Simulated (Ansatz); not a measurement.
Base system: PtGe (space group Pnma, No. 62; a = 5.772 Å, b = 3.713 Å, c = 6.129 Å). Axes: x, y, z lie along a, b, c of the conventional cell.

The values are results of Kohn–Sham DFT with the r2SCAN functional, run in Ansatz (an electronic-structure program) with PAW and 500 eV plane waves, scalar-relativistic without spin-orbit coupling, not measurements.

Before the change:

```
Property                         Value
-----------------------------  -------
Pressure                       0.0 GPa
Shortest interatomic distance  2.480 Å
Band gap                          zero
```

One thing is altered: tensile biaxial strain of 1.79 % in the plane normal to [001], as in epitaxy on a mismatched substrate; the out-of-plane cell vector and the atoms relax.

### Question
Predict the new pressure.

### Answer
The pressure (mean of the normal stresses, compression positive) goes from zero to -2.6 GPa.

### Question
What happens to the shortest interatomic distance?

### Answer
The shortest interatomic distance rises by 0.006 Å (2.480 Å → 2.486 Å).

### Question
What does the calculation give for the band gap after the change?

### Answer
The band gap is still zero.

Without a gap, meshes like the base's 8×13×8 leave anisotropic stresses uncertain by several tenths of a GPa, and small strain energies with them. Stability against distortions was not tested. The final runs are not spin-polarised.
